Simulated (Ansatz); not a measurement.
## BN, response to strain

Base system: BN in the wurtzite structure (space group P6_3mc, No. 186).

```cif
data_B2N2
_chemical_formula_sum 'B2 N2'
_space_group_name_H-M_alt 'P63mc'
_space_group_IT_number 186
_space_group_name_Hall 'P 6c -2c'
_cell_length_a 2.55452
_cell_length_b 2.55452
_cell_length_c 4.22456
_cell_angle_alpha 90.000
_cell_angle_beta 90.000
_cell_angle_gamma 120.000
loop_
_atom_site_label
_atom_site_type_symbol
_atom_site_symmetry_multiplicity
_atom_site_Wyckoff_symbol
_atom_site_fract_x
_atom_site_fract_y
_atom_site_fract_z
_atom_site_occupancy
B1 B 2 b 0.33333 0.66667 0.00019 1
N1 N 2 b 0.33333 0.66667 0.37481 1
```

Strains are applied to the cell and any free atomic positions relax.

Level of theory: PBE in Ansatz (plane waves to 420 eV, PAW, no spin-orbit coupling).

Notes on the quantities. pressure: mean of the normal stresses, compression positive; energy relative to the base: free energy F.

| variant | pressure | volume per atom | energy relative to the base | smallest direct gap |
|---|---|---|---|---|
| base | 0.00 GPa | 5.97 Å³ | 0 meV/atom | 8.23 eV |
| isotropic strain −3.00 % | ? | 5.45 Å³ | ? | ? |
| isotropic strain −2.40 % | 30.94 GPa | 5.55 Å³ | +38 meV/atom | 8.58 eV |
| isotropic strain −1.80 % | 22.37 GPa | 5.65 Å³ | +21 meV/atom | 8.49 eV |
| isotropic strain −1.20 % | 14.38 GPa | 5.76 Å³ | +9.3 meV/atom | 8.41 eV |
| isotropic strain −0.60 % | 6.93 GPa | 5.86 Å³ | +2.3 meV/atom | 8.32 eV |

Task: What belongs in the blanks?

Result: 
- isotropic strain −3.00 %, pressure: 40.13 GPa
- isotropic strain −3.00 %, energy relative to the base: +61 meV/atom
- isotropic strain −3.00 %, smallest direct gap: 8.66 eV

No phonon test of stability was made.

Ansatz is an electronic-structure program.
